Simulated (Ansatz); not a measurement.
Base system: ZrB2 (space group P6/mmm, No. 191; a = 3.1714 Å, c = 3.5418 Å; relaxed with 0.1 eV smearing). Axes: x lies along a and z along c of the hexagonal cell.

Computed with PBE (Ansatz, a program for electronic structure), without spin-orbit coupling.

Before the change:

- Pressure: 0.0 GPa
- Shortest interatomic distance: 1.831 Å

Modification: uniaxial strain ε_zz = +1.50 %, all other strain components held at zero, atoms relaxed at fixed cell.

### Question
What happens to the energy relative to the base, pressure and shortest interatomic distance?

### Answer
The energy increases by 3.0 meV/atom; the pressure (mean of the normal stresses, compression positive) goes from zero to -3.2 GPa; the shortest interatomic distance is still 1.831 Å.

Stability against distortions was not tested. All final runs are without spin polarisation.
